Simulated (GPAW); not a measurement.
GPAW run on ScCoC2 (P4/nmm, 8 atoms in the cell): self-consistent single point.

Computed with PBEsol, GPAW PAW datasets PBEsol (made by gpaw-setup) (plane waves; GPAW 25.7.0).

The change in words: lattice scaled by 0.98. Reference geometry:
```
CELL_PARAMETERS angstrom
      3.30270     0.00000     0.00000
      0.00000     3.30270     0.00000
      0.00000     0.00000     7.09530
ATOMIC_POSITIONS crystal
  Sc 0.50000 0.00000 0.65433
  Sc 0.00000 0.50000 0.34567
  Co 0.50000 0.50000 0.00000
  Co 0.00000 0.00000 0.00000
  C  0.00000 0.50000 0.85013
  C  0.50000 0.00000 0.14987
  C  0.50000 0.00000 0.34670
  C  0.00000 0.50000 0.65330
```

Reference input (self-consistent single point, DFT PBEsol, plane waves, GPAW PAW datasets PBEsol (made by gpaw-setup)): mode = pw; ecut = 950 eV; xc = PBEsol; kpts = 9 9 4; mesh shift (steps) = 0 0 0; occupations.name = methfessel-paxton; occupations.width = 0.1 eV; occupations.order = 0; nbands = -14; convergence.density = 1e-05 e/electron; symmetry.symmorphic = false; symmetry.tolerance = 0.0005. This run's input differs from it in these lines:

```diff
@@ -5,13 +5,13 @@
 atoms = Atoms(['Sc', 'Sc', 'Co', 'Co', 'C', 'C', 'C', 'C'],
-              cell=[[3.302696, 0.000000, 0.000000],
-                    [0.000000, 3.302696, 0.000000],
-                    [0.000000, 0.000000, 7.095302]],
-              positions=[[1.651348, 0.000000, 4.642669],
-                         [0.000000, 1.651348, 2.452633],
-                         [1.651348, 1.651348, 0.000000],
+              cell=[[3.236642, 0.000000, 0.000000],
+                    [0.000000, 3.236642, 0.000000],
+                    [0.000000, 0.000000, 6.953396]],
+              positions=[[1.618321, 0.000000, 4.549816],
+                         [0.000000, 1.618321, 2.403580],
+                         [1.618321, 1.618321, 0.000000],
                          [0.000000, 0.000000, 0.000000],
-                         [0.000000, 1.651348, 6.031929],
-                         [1.651348, 0.000000, 1.063373],
-                         [1.651348, 0.000000, 2.459941],
-                         [0.000000, 1.651348, 4.635361]],
+                         [0.000000, 1.618321, 5.911291],
+                         [1.618321, 0.000000, 1.042105],
+                         [1.618321, 0.000000, 2.410742],
+                         [0.000000, 1.618321, 4.542654]],
               pbc=True)
```

Log, with long lists cut:

```
     iter     time        total  log10-change:
                         energy   eigst   dens
iter:   1 --:--:--   -72.826772
iter:   2 --:--:--   -72.243419   -0.03  -1.07
iter:   3 --:--:--   -69.945056   -0.43  -1.12
iter:   4 --:--:--   -69.390030   -0.80  -1.36
iter:   5 --:--:--   -69.443657   -1.13  -1.52
iter:   6 --:--:--   -70.096017   -1.21  -1.60
iter:   7 --:--:--   -69.486450   -1.40  -1.59
iter:   8 --:--:--   -69.437696   -1.60  -2.07
iter:   9 --:--:--   -69.432587   -2.48  -2.19
iter:  10 --:--:--   -69.437178c  -2.11  -2.26
iter:  11 --:--:--   -69.423261c  -2.93  -2.44
iter:  12 --:--:--   -69.422619c  -3.64  -2.92
iter:  13 --:--:--   -69.422312c  -4.19  -2.96
iter:  14 --:--:--   -69.422330c  -4.32  -3.05
   [... 7 lines left out ...]
iter:  22 --:--:--   -69.422286c  -6.54  -4.23
iter:  23 --:--:--   -69.422285c  -7.20  -4.24
iter:  24 --:--:--   -69.422284c  -6.57  -4.29
iter:  25 --:--:--   -69.422284c  -7.22  -4.64
iter:  26 --:--:--   -69.422284c  -7.60c -4.70
iter:  27 --:--:--   -69.422284c  -8.13c -5.11c
Converged after 27 iterations.

Dipole moment: (-0.000000, -0.000000, 0.000000) |e|*Ang

Energy contributions relative to reference atoms: (reference = -121357.760099)

Kinetic:        +96.512718
Potential:      -82.763986
External:        +0.000000
XC:             -83.450371
Entropy (-ST):   -0.005215
Local:           +0.281964
SIC:             +0.000000
--------------------------
Free energy:    -69.424891
Extrapolated:   -69.422284

Showing only first 2 kpts
 Kpt  Band  Eigenvalues  Occupancy
  0    26     10.86089    1.96778
  0    27     11.31498    0.00002
  0    28     11.38590    0.00000
  0    29     11.38590    0.00000

  1    26     10.80072    1.99723
  1    27     10.87957    1.93954
  1    28     11.89768    0.00000
  1    29     12.13692    0.00000

Fermi level: 11.01233

No gap
   [... lines left out ...]
  2 Co    0.00000    0.00000    0.00000
  3 Co   -0.00000    0.00000    0.00000
  4 C     0.00000    0.00000    0.64211
  5 C     0.00000    0.00000   -0.64211
  6 C     0.00000    0.00000    1.55108
  7 C     0.00000    0.00000   -1.55108

Stress tensor:
    -0.140699     0.000000     0.000000
     0.000000    -0.140699     0.000000
     0.000000     0.000000    -0.166791
Stress (GPa, Voigt): [-22.5425 -22.5425 -26.7229   0.       0.       0.    ]
```

The run converged in 27 iterations. GPAW prints stress with tension positive. Against the reference run the free energy rises by 51.5 meV/atom and the largest force goes from 0.618 to 1.551 eV/Å.

At such cutoffs GPAW's stress carries a finite-basis (Pulay) error, which enters relaxed cells too; its log prints stress with tension positive.

The starting cell comes from a database of computed structures (which also holds hypothetical and non-ambient phases and stackings), without a prior relaxation at this level. Its lattice was rescaled by a random factor within 2.5 % of one. For this run, on top of that: lattice scaled by 0.98. Spin polarisation is off. Forces in this geometry exceed 1 eV/Å.

Cost on one core of a shared machine: roughly 8 min.
